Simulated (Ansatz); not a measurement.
The reference is Sr in the fcc (Cu type) structure (space group Fm-3m, No. 225).

```cif
data_Sr
_chemical_formula_sum 'Sr1'
_space_group_name_H-M_alt 'P 1'
_space_group_IT_number 1
_cell_length_a 4.31328
_cell_length_b 4.31328
_cell_length_c 4.31328
_cell_angle_alpha 60.000
_cell_angle_beta 60.000
_cell_angle_gamma 60.000
loop_
_space_group_symop_operation_xyz
  'x, y, z'
loop_
_atom_site_label
_atom_site_type_symbol
_atom_site_fract_x
_atom_site_fract_y
_atom_site_fract_z
_atom_site_occupancy
Sr1 Sr 0.00000 0.00000 0.00000 1
```

Computed with plane-wave PAW DFT at the r2SCAN level (Ansatz, a program for electronic structure, 500 eV), scalar-relativistic without spin-orbit coupling.

Before the change:

The pressure comes out as 0.0 GPa. The band gap is zero.

Perturbation: every lattice vector is stretched by 0.65 %, atoms relaxed at fixed cell.

Task: How does this affect the energy relative to the base?

Result: The energy grows by 0.7 meV/atom.

Task: What happens to the pressure?

Result: The pressure goes from zero to -0.2 GPa.

Task: How does this affect the band gap?

Result: The band gap stays zero.

The cells carry an imposed strain or load. Stability against distortions was not tested.
